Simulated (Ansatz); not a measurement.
A periodic model of amorphous Si$_{30}$N$_{40}$Li:

```xyz
71
Lattice="9.2624 0.0000 0.0000 0.0000 9.2624 0.0000 0.0000 0.0000 9.2624" Properties=species:S:1:pos:R:3 pbc="T T T"
Si     1.5526     5.5318     2.8294
Si     3.8851     0.9704     1.1134
Si     9.1040     2.2963     4.5144
Si     0.7845     4.8397     5.4940
Si     5.8857     0.4418     8.2238
Si     8.6193     7.4871     5.3867
Si     1.6831     8.8053     7.0803
Si     8.0810     0.7450     6.1933
Si     7.5595     4.7429     4.6031
Si     0.8906     0.9095     0.1681
Si     3.4298     7.8263     2.5654
Si     3.4629     2.1071     7.7122
Si     2.3265     2.4893     2.3984
Si     7.5520     8.3970     1.0846
Si     5.5959     2.0196     5.5585
Si     3.6958     0.3881     4.9300
Si     4.7353     5.0916     7.8194
Si     1.1241     9.2431     3.5513
Si     1.0660     7.2948     0.4448
Si     6.6598     5.3488     1.6977
Si     3.3754     6.6910     5.1877
Si     7.8577     5.6094     8.8635
Si     6.6971     0.7484     3.3422
Si     7.5651     2.3943     0.6866
Si     3.7663     4.5163     0.8822
Si     3.9657     7.6809     8.9715
Si     0.6383     2.6975     7.5099
Si     5.4733     3.1361     2.9114
Si     6.2095     7.2642     3.7844
Si     5.9114     6.9223     6.7499
N      5.3050     8.1042     7.8825
N      4.0069     5.9652     9.1799
N      6.8007     8.4722     2.6602
N      9.1633     8.6436     6.6656
N      9.1085     2.2419     9.0797
N      6.5375     1.2447     6.8358
N      7.0146     5.7803     3.3462
N      4.0749     2.1896     2.4003
N      1.3653     4.0759     6.8928
N      2.9082     8.3724     5.8958
N      4.4334     5.9933     6.3485
N      2.3220     4.1801     1.9317
N      6.5103     5.4992     7.6234
N      6.7915     7.6277     5.4115
N      7.4493     4.1758     0.6086
N      0.2305     6.0661     8.9127
N      6.1024     3.4786     4.6469
N      5.1327     4.5512     1.9554
N      1.7980     1.2724     7.7585
N      7.1059     6.7408     0.7429
N      4.4523     1.2033     8.7732
N      2.2057     1.3960     1.0874
N      3.8428     3.6979     8.4198
N      2.8149     9.1623     3.4530
N      7.9336     1.0399     4.4550
N      5.3008     0.7811     4.3644
N      1.1231     1.7480     3.5166
N      4.4345     7.1023     3.8036
N      7.0412     0.5766     0.1999
N      9.0346     2.1292     6.2251
N      6.8108     2.1608     2.2712
N      8.6010     5.7988     5.6996
N      2.1119     6.8973     1.8830
N      3.8891     1.8496     6.0456
N      9.0554     3.9474     4.2230
N      2.0861     5.6474     4.5802
N      0.2261     7.9735     4.0248
N      4.2089     8.5304     1.2246
N      0.0965     8.7357     0.8786
N      2.2356     7.9551     8.5168
Li     1.8816     5.3089     8.2144
```

Method: PBE, scalar-relativistic without spin-orbit coupling (plane waves to 420 eV, PAW; Ansatz, a first-principles code). The usual formal charges leave 1 electrons over, so the level spacing at the Fermi energy parts defect or band states and needn't be the band gap. In the spin-polarised cell the level spacing at the Fermi energy can part levels of unlike spin.

A CHGNet melt-quench gave the starting glass, which DFT then relaxed. N atoms were pushed apart under 1.9 Å during the dynamics, to hinder bonds among them. The hot cell started wider than the set density and was brought back towards it in steps. It is the lowest in DFT energy of 2 quenches. It is a model cell: composition and starting density were chosen by hand, and all elements were melted together. No dispersion term was used. Its density started from a set value of 2.95 and ended at 2.95 g/cm³. The simulated quench (nominally 450 K/ps over its main leg) is rapid and tends to freeze in more defects than a deposited or slowly cooled glass has. A cell of this size samples the disorder only roughly. The volume was held where the preparation left it, at a PBE pressure of -0.8 GPa (tension). Stress components on the final sampling reach 7.6 GPa. On a 2×2×2 Γ-centred mesh force components of up to 0.14 eV/Å stay, since the relaxation ran on the zone centre alone.

Cut-offs for bonds: Si-Si 2.60 Å, Si-N 2.10 Å, Si-Li 2.65 Å, N-N 1.70 Å, N-Li 2.39 Å, Li-Li 2.86 Å. Two cations that share two anions don't count as bonded, nor two that share one unless they lie closer than Si-Si 2.38 Å, Si-Li 2.58 Å, Li-Li 2.78 Å.

### Question
Give the coordination numbers, mean bond lengths and angles.

### Answer

The mean coordination of Si by anions is 3.93 (2 with 3, 28 with 4), the mean coordination of N comes out as 3.00 (1 with 2, 38 with 3, 1 with 4) and the mean coordination of Li by anions is 2.00 (1 with 2). The mean Si-N bond comes out as 1.767 Å (spread 0.058 Å, 118 counted). The mean N-Li bond comes out as 1.913 Å (spread 0.033 Å, 2 counted) and the bond angle at Si is mean 109.5°, spread 13.4°. The bond angle at N is mean 117.4°, spread 15.1°.

### Question
Which atoms depart from the most common coordination of their element?

### Answer
Si1 has 3 (N63 1.75 Å, N42 1.80 Å, N66 1.83 Å); Si18 has 3 (N67 1.63 Å, N54 1.70 Å, N57 1.77 Å); N49 has 4 (Si27 1.85 Å, Si7 1.86 Å, Si12 1.86 Å, Si10 1.94 Å); N67 has 2 (Si18 1.63 Å, Si6 1.69 Å).

### Question
List the pairs of like atoms that count as bonded by the rules above.

### Answer
There are none by these rules.
